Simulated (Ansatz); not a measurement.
W: x(Mo) = 0.5, 4 atoms, Imma

The reference is W in the bcc (W type) structure (space group Im-3m, No. 229; a = 3.154 Å).

The other end (x = 1) is Mo in the bcc (W type) structure (space group Im-3m, No. 229): 15.33 Å³/atom, gap zero.

Perturbation: Mo replaces 50.0 % of the W, ordered in a cell of 4 atoms (starting symmetry Imma) and fully relaxed.

All numbers come from PBEsol, PAW, 420 eV (Ansatz, a first-principles code; no spin-orbit coupling). Settings: 18×18×18 k-points, 0.05 eV Fermi–Dirac smearing, for the changed cell.

| quantity | base | changed | shift |
|---|---|---|---|
| volume per atom | 15.69 Å³ | 15.51 Å³ | -0.185 Å³ |
| density | 19.45 g/cm³ | 14.98 g/cm³ | -4.47 g/cm³ |
| shortest interatomic distance | 2.732 Å | 2.720 Å | -0.012 Å |
| band gap | zero | zero | – |
| mixing energy (to 0.01 eV only: unlike meshes or grids) | – | -0.01 eV/atom | – |

These are small ordered cells, not random alloys; other orderings at the same x differ. Stability against distortions was not tested. The final runs are not spin-polarised.
